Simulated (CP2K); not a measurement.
**A series of runs on Ag3Cl (P1, 8 atoms in the cell)**

```
Ag3Cl
1.0
    6.27020     0.00000     0.00000
   -3.13510     5.43015     0.00000
    0.00000     0.00000     4.77310
Ag Cl
6 2
Direct
  0.30417   0.14649   0.74342
  0.68732   0.84595   0.25240
  0.15549   0.30309   0.25623
  0.84601   0.69386   0.73712
  0.84834   0.16031   0.75921
  0.16147   0.84998   0.24790
  0.66463   0.34063   0.24641
  0.33258   0.65970   0.75731
```

Base run A: CP2K with PBEsol, GPW, DZVP-MOLOPT-SR-GTH basis, GTH-PBE potentials (GTH_POTENTIALS), self-consistent single point.

Its settings: CUTOFF = 500 Ry; REL_CUTOFF = 60 Ry; SMEAR/METHOD = GAUSSIAN; SIGMA = 0.1 eV; KPOINTS/SCHEME = MONKHORST-PACK 3 3 4; GAMMA_CENTERED = T; XC_FUNCTIONAL = PBE:PBESOL; Ag/BASIS_SET = DZVP-MOLOPT-SR-GTH; Ag/POTENTIAL = GTH-PBE-q11; Cl/BASIS_SET = DZVP-MOLOPT-SR-GTH; Cl/POTENTIAL = GTH-PBE-q7; METHOD = GPW; EPS_DEFAULT = 1e-10; NGRIDS = 5; SCF_GUESS = ATOMIC; EPS_SCF = 1e-06; MAX_SCF = 100; ADDED_MOS = 14; MIXING/METHOD = BROYDEN_MIXING; MIXING/ALPHA = 0.3.

The starting cell comes from a database of computed structures (which also holds hypothetical and non-ambient phases and stackings), without a prior relaxation at this level. Its atoms were displaced at random from the sites of space group no. 194. Values carry the incompleteness of an atom-centred basis. The potentials were made for another functional than the one used. In the base run, with a pressure of about -4 GPa the cell is away from its equilibrium volume at this level. The run gives no clean gap (levels at the Fermi energy touch, overlap or are partly filled at this smearing), which alone does not show that the compound is a metal. Without a gap this mesh is coarse (it stands for a supercell whose shortest vector is 19 Å).

ΔF is the free energy per atom less that of run A. 

Runs B, C sample the zone with one or two k-points, far too few for so small a cell.

```json
[
 {"run": "A", "KPOINTS/SCHEME, GAMMA_CENTERED": "MONKHORST-PACK 3 3 4, T", "ΔF (meV/atom)": "0.00", "pressure (GPa)": "-4.48", "largest force (eV/Å)": "0.155", "k-points": "19"},
 {"run": "B", "KPOINTS/SCHEME, GAMMA_CENTERED": "MONKHORST-PACK 1 1 2, T", "ΔF (meV/atom)": "-66.7", "pressure (GPa)": "-7.75", "largest force (eV/Å)": "0.217", "k-points": "2"},
 {"run": "C", "KPOINTS/SCHEME, GAMMA_CENTERED": "MACDONALD 1 1 2 0.5 0.5 0, default", "ΔF (meV/atom)": "14.6", "pressure (GPa)": "-4.41", "largest force (eV/Å)": "1.897", "k-points": "1"},
 {"run": "D", "KPOINTS/SCHEME, GAMMA_CENTERED": "MONKHORST-PACK 2 2 2, T", "ΔF (meV/atom)": "-34.4", "pressure (GPa)": "-4.40", "largest force (eV/Å)": "0.224", "k-points": "8"},
 {"run": "E", "KPOINTS/SCHEME, GAMMA_CENTERED": "MONKHORST-PACK 2 2 2, default", "ΔF (meV/atom)": "77.6", "pressure (GPa)": "-4.24", "largest force (eV/Å)": "0.246", "k-points": "4"},
 {"run": "F", "KPOINTS/SCHEME, GAMMA_CENTERED": "MONKHORST-PACK 3 3 3, default", "ΔF (meV/atom)": "14.0", "pressure (GPa)": "-4.61", "largest force (eV/Å)": "0.259", "k-points": "14"},
 {"run": "G", "KPOINTS/SCHEME, GAMMA_CENTERED": "MACDONALD 3 3 3 0.1666666667 0.1666666667 0.1666666667, default", "ΔF (meV/atom)": "-11.9", "pressure (GPa)": "-4.59", "largest force (eV/Å)": "0.185", "k-points": "27"},
 {"run": "H", "KPOINTS/SCHEME, GAMMA_CENTERED": "MACDONALD 3 3 4 0.1666666667 0.1666666667 0, default", "ΔF (meV/atom)": "-8.3", "pressure (GPa)": "-4.73", "largest force (eV/Å)": "0.254", "k-points": "36"},
 {"run": "I", "KPOINTS/SCHEME, GAMMA_CENTERED": "MONKHORST-PACK 3 3 4, default", "ΔF (meV/atom)": "-4.4", "pressure (GPa)": "-4.50", "largest force (eV/Å)": "0.226", "k-points": "18"}
]
```

Run I against A: The free energy falls by 4.4 meV/atom, the pressure stays near -4.50 GPa while the zz stress (positive for compression) goes from -5.30 to -4.77 GPa and the largest force goes from 0.155 to 0.226 eV/Å.

Run F against A: The free energy rises by 14.0 meV/atom, the pressure goes from -4.48 to -4.61 GPa and the largest force goes from 0.155 to 0.259 eV/Å.
